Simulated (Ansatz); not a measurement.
Worked calculations on one periodic cell of amorphous Si$_{24}$O$_{51}$Lu$_{2}$: Si24O51Lu2, 77 atoms, volume 1158.2 Å³, made by a melt-quench on the CHGNet potential and relaxed with DFT. O atoms were pushed apart under 1.9 Å during the dynamics, to hinder bonds among them. It is a model cell: composition and starting density were chosen by hand, and all elements were melted together. Level of theory: PBE, scalar-relativistic without spin-orbit coupling (plane waves to 420 eV, PAW; Ansatz, an electronic-structure program). Sampling: a 2×2×2 Γ-centred mesh; Fermi-Dirac width 0.02 eV; no spin polarisation. Its volume was held where the quench left it, its shape was free, and it stands at a mean pressure of -0.7 GPa with stress components up to 0.8 GPa; the relaxation ran on the zone centre alone. Its density went from a set 2.64 to 2.64 g/cm³. The cell is small and was quenched far faster than a real film, so it is one sample of the glass.

Four energies for an added electron at PBE on the zone centre alone (charged cells in a uniform background, spin-polarised): neutral at the neutral geometry -73746.556 eV; charged at the neutral geometry -73740.053 eV; charged and relaxed -73740.094 eV; neutral at the charged geometry -73746.491 eV.

**Question.** Find the two relaxation energies and their sum, the reorganisation energy.

**Answer.** On charging: -73740.053 − (-73740.094) = 0.041 eV. On discharging: -73746.491 − (-73746.556) = 0.065 eV. The sum is 0.106 eV. The carrier's level spreads over 29 of the 77 atoms' worth, more than a fifth of the atoms or a third of the atoms of its main element (six at least), and the sum is small, so it counts as a band carrier, whose relaxation energy shrinks as the cell grows. PBE's self-interaction favours spread-out carriers, so a hybrid can localise more.

Four energies for a hole at PBE on the zone centre alone (charged cells in a uniform background, spin-polarised): neutral at the neutral geometry -73746.556 eV; charged at the neutral geometry -73748.620 eV; charged and relaxed -73748.904 eV; neutral at the charged geometry -73745.533 eV.

**Question.** Find the two relaxation energies and their sum, the reorganisation energy.

**Answer.** On charging: -73748.620 − (-73748.904) = 0.284 eV. On discharging: -73745.533 − (-73746.556) = 1.023 eV. The sum is 1.307 eV. The carrier's level spreads over 3 of the 77 atoms' worth, so it counts as localised, most on one O atom with neighbours Si 1.60 Å, Lu 2.19 Å (neutral geometry). The values are uncorrected: the image energy of a point charge in this cell, 2.84 × 14.40 / (2 × 10.5) = 1.9 eV before screening, is screened by electrons alone at the fixed geometry and by ions too after relaxing, and the carrier can be spread before it relaxes, so each term can be off by up to that value times 1/ε∞, some tenths of an eV. PBE's self-interaction favours spread-out carriers, so a hybrid can localise more.
